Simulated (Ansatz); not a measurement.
**Hypothetical zinc blende PbTe, pressure series**

Base system: PbTe in the zinc blende structure (space group F-43m, No. 216; a = 7.285 Å; a hypothetical phase, not in the database extracts checked).

Cell and atoms are relaxed at each pressure.

Levels (all Ansatz, a first-principles code, PAW, earlier PAW set): r2SCAN (500 eV, spin-orbit coupling left out); HSE06 (420 eV, spin-orbit coupling left out); HSE06+SOC (420 eV, with spin-orbit coupling).

Band gaps by level, all at the geometries relaxed with r2SCAN:

| case | r2SCAN | HSE06 | HSE06+SOC |
|---|---|---|---|
| base | 0.75 eV | 0.98 eV | 0.52 eV |
| pressure −2 GPa | 0.94 eV | 1.17 eV | 0.64 eV |
| pressure −1 GPa | 0.84 eV | 1.07 eV | 0.58 eV |
| pressure 3 GPa | 0.51 eV | 0.71 eV | 0.33 eV |
| pressure 7 GPa | 0.22 eV | 0.40 eV | – |

Single points use the geometry relaxed with r2SCAN. The hybrid gap comes from the SCF mesh plus the semilocal run's edge points and a few special points and is an upper bound. Differences between runs with and without spin-orbit coupling are approximate. Spin-orbit coupling, missing from the scalar runs, can matter with Pb and Te. Load acts through the strain it causes; cell and atoms are relaxed under it. Whether these cells are dynamically stable was not tested. Competing high-pressure phases were not computed. The zero or small gap of PbTe under pressure 7 GPa can change with the level of theory.
